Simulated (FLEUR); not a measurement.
FLEUR run on OsRu (P-6m2, 2 atoms in the cell): self-consistent single point.

Method: LDA (Perdew-Zunger), all-electron FLAPW (FLEUR), scalar-relativistic valence run with FLEUR.

The change in words: lattice scaled by 0.98. Reference geometry:
```yaml
crystal:
  lattice:
    - [2.69129, 0.00000, 0.00000]
    - [-1.34564, 2.33072, 0.00000]
    - [0.00000, 0.00000, 4.24399]
  atoms:
    - { symbol: Ru, position: [0.33333, 0.66667, 0.00000] }
    - { symbol: Os, position: [0.66667, 0.33333, 0.50000] }
```

Reference input (self-consistent single point, DFT, LDA (Perdew-Zunger), all-electron FLAPW (FLEUR), scalar-relativistic valence): Kmax = 4.4 1/bohr; GmaxXC = 15.4 1/bohr; xcFunctional = pz; jspins = 1; l_soc = F; mode = hist; fermiSmearingEnergy = 0.00367493 Htr; mesh (inpgen div1-3) = 9 9 5; inpgen gamma flag = false; Gmax = 15.4 1/bohr; numbands = 0; maxIterBroyd = 40. This run's input differs from it in these lines:

```diff
@@ -3,6 +3,6 @@
 &input film=f /
-1.0000000000 0.0000000022 0.0000000000
--0.5000000019 0.8660254027 0.0000000000
-0.0000000000 0.0000000000 1.5769360970
-5.0857934141
+1.0000000000 -0.0000000324 0.0000000000
+-0.4999999719 0.8660254200 0.0000000000
+0.0000000000 0.0000000000 1.5769359227
+4.9840777613
 1.0 1.0 1.0
@@ -44,5 +44,5 @@
          <bravaisMatrix>
-            <row-1>    5.0857934141000003     0.0000000111887455     0.0000000000000000</row-1>
-            <row-2>   -2.5428967167130079     4.4044262894949604     0.0000000000000000</row-2>
-            <row-3>    0.0000000000000000     0.0000000000000000     8.0199712165791581</row-3>
+            <row-1>    4.9840777613000000    -0.0000001614841195     0.0000000000000000</row-1>
+            <row-2>   -2.4920387405974149     4.3163380365424926     0.0000000000000000</row-2>
+            <row-3>    0.0000000000000000     0.0000000000000000     7.8595712633241659</row-3>
          </bravaisMatrix>
```

Output, abridged:

```
 Iteration:     1   Distance:      24.57313765 me/bohr^3
 Iteration:     2   Distance:      18.40416007 me/bohr^3
 Iteration:     3   Distance:      11.61492009 me/bohr^3
 Iteration:     4   Distance:       6.46359705 me/bohr^3
 Iteration:     5   Distance:       5.02524507 me/bohr^3
   [... 9 lines left out ...]
 Iteration:    15   Distance:       0.00014739 me/bohr^3
 Iteration:    16   Distance:       0.00010438 me/bohr^3
 Iteration:    17   Distance:       0.00001270 me/bohr^3
 Iteration:    18   Distance:       0.00000149 me/bohr^3
 Run finished successfully
 Stop message:
   Structural relaxation: Done

[file out, last iteration]
             iter=     19
[...]
          total density-effective poten   -3.7562169033E+04
          total charge density-energy d   -4.6082253143E+02
 Updated energy parameters for spin:           1
[...]
 fermi energy and band-weighting factors:

[...]
FERMIE:
          first approx. to ef    (T=0)  :   0.768593 htr   (energy of the highest occ. eigenvalue)
          number of occ. states  (T=0)  :        509
          first approx. to seigv (T=0)  :  -0.672735 htr
          sum of weights of occ. states :  14.012346
          sum of semicore charge        :   0.000000 e
FERHIS:  Fermi-Energy by histogram:
          bandgap                     :   0.000043 htr
   [... lines left out ...]
          charge neutrality (T=0)     :   0.024691    (zero if the highest occ. eigenvalue is "entirely" occupied)
     EF_NEWTON:  Adjust Fermi-Energy by Newton-Method.
 Direct bandgap for spin            1 :    9.2566445419229870E-003  Htr
 ---->    free energy=                    -21799.5951562859 htr
   [... lines left out ...]
      extrapolation for T->0
 ---->    total electron energy=          -21799.5944894439 htr
 ***** TOTAL FORCES ON ATOMS *****
 TOTAL FORCE FOR ATOM TYPE=  1  X=  2.492   Y= -1.439   Z=  0.000
                       FX_TOT= 0.000000 FY_TOT= 0.000000 FZ_TOT= 0.000000
 TOTAL FORCE FOR ATOM TYPE=  2  X= -2.492   Y=  1.439   Z=  3.930
                       FX_TOT= 0.000000 FY_TOT= 0.000000 FZ_TOT= 0.000000
 Structural relaxation: Done
```

The run converged in 18 iterations. FLEUR gives forces in its relaxation mode, with a further iteration, so its stop message speaks of a relaxation. Against the reference run the free energy rises by 88.0 meV/atom.

The starting cell comes from a database of computed structures (which also holds hypothetical and non-ambient phases and stackings), without a prior relaxation at this level. Its lattice was rescaled by a random factor within 2.5 % of one. For this run, on top of that: lattice scaled by 0.98. Spin-orbit coupling is off. Spin polarisation is off. Values depend on the basis (sphere radii, cutoffs, local orbitals), which need not be converged. The log's line on a gap gives a spacing of levels on this mesh, which the program prints for metals too.

Cost on one core of a shared machine: roughly 90 s.
